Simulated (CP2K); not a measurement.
A working CP2K input for Pt3Ti (Pm-3m, 4 atoms in the cell) (DFT PBE, GPW, DZVP-MOLOPT-SR-GTH basis, GTH-PBE potentials (GTH_POTENTIALS)):

```
&GLOBAL
  PROJECT calc
  RUN_TYPE ENERGY_FORCE
  PRINT_LEVEL LOW
&END GLOBAL
&FORCE_EVAL
  METHOD Quickstep
  STRESS_TENSOR ANALYTICAL
  &DFT
    BASIS_SET_FILE_NAME BASIS_MOLOPT
    POTENTIAL_FILE_NAME GTH_POTENTIALS
    &QS
      METHOD GPW
      EPS_DEFAULT 1E-11
    &END QS
    &MGRID
      CUTOFF 600
      REL_CUTOFF 60
      NGRIDS 5
    &END MGRID
    &SCF
      SCF_GUESS ATOMIC
      EPS_SCF 1E-6
      MAX_SCF 100
      ADDED_MOS 11
      &DIAGONALIZATION
        ALGORITHM STANDARD
      &END DIAGONALIZATION
      &MIXING
        METHOD BROYDEN_MIXING
        ALPHA 0.3
        NBUFFER 12
        BETA 1
      &END MIXING
      &SMEAR ON
        METHOD GAUSSIAN
        SIGMA [eV] 0.272
      &END SMEAR
    &END SCF
    &KPOINTS
      SCHEME MONKHORST-PACK 6 6 6
      GAMMA_CENTERED T
    &END KPOINTS
    &XC
      &XC_FUNCTIONAL PBE
      &END XC_FUNCTIONAL
    &END XC
    &PRINT
      &MO
        EIGENVALUES T
        OCCUPATION_NUMBERS T
        NDIGITS 8
        FILENAME mo
        &EACH
          QS_SCF 0
        &END EACH
        ADD_LAST NUMERIC
      &END MO
      &MULLIKEN OFF
      &END MULLIKEN
    &END PRINT
  &END DFT
  &SUBSYS
    &CELL
      A 3.92000000 0.00000000 0.00000000
      B 0.00000000 3.92000000 0.00000000
      C 0.00000000 0.00000000 3.92000000
      PERIODIC XYZ
    &END CELL
    &COORD
      Ti       0.00000000     0.00000000     0.00000000
      Pt       0.00000000     1.96000000     1.96000000
      Pt       1.96000000     0.00000000     1.96000000
      Pt       1.96000000     1.96000000     0.00000000
    &END COORD
    &KIND Ti
      BASIS_SET DZVP-MOLOPT-SR-GTH
      POTENTIAL GTH-PBE-q12
    &END KIND
    &KIND Pt
      BASIS_SET DZVP-MOLOPT-SR-GTH
      POTENTIAL GTH-PBE-q18
    &END KIND
  &END SUBSYS
  &PRINT
    &FORCES ON
    &END FORCES
    &STRESS_TENSOR ON
    &END STRESS_TENSOR
  &END PRINT
&END FORCE_EVAL
```

The run converged in 15 iterations: free energy E − TS -11398.7138 eV; Fermi level (on the code's own zero) 15.87 eV; pressure 5.18 GPa. Each of these slips is then made, one at a time:

(1)
```diff
-    &KPOINTS
-      SCHEME MONKHORST-PACK 6 6 6
-      GAMMA_CENTERED T
-    &END KPOINTS
```

(2)
```diff
-      REL_CUTOFF 60
+      RELCUTOFF 60
```

(3)
```diff
-      MAX_SCF 100
+      MAX_SCF 4
```

**Question.** What happens in each case?

**Answer.** 
(1) A single k-point for a small metallic cell. The run converged in 18 iterations without an error; against the sound input the free energy rises by 3.37 eV/atom and the pressure goes from 5.18 to 65.47 GPa. The full log also holds: “WARNING in fm/cp_fm_elpa.F:518 :: Setting real_kernel for ELPA failed”.

(2) A keyword that the program does not know. The program stopped before any SCF iteration, with the message: found an unknown keyword RELCUTOFF in section MGRID input/input_parsing.F:253.

(3) An iteration limit that is too low. The run ended unconverged after 4 iterations, with the message: SCF run NOT converged. To continue the calculation regardless, please set the keyword IGNORE_CONVERGENCE_FAILURE. qs_scf.F:702.

The starting cell has typed, rounded lattice constants, without a prior relaxation at this level. Spin polarisation is off. Values carry the incompleteness of an atom-centred basis. In the base run, with a pressure of about 5 GPa the cell is away from its equilibrium volume at this level.

Left out of this page: 3 runs of the series outside the window shown, repeating another row's setting, or not comparable; 1 run of the series stopped by limits of time or memory.
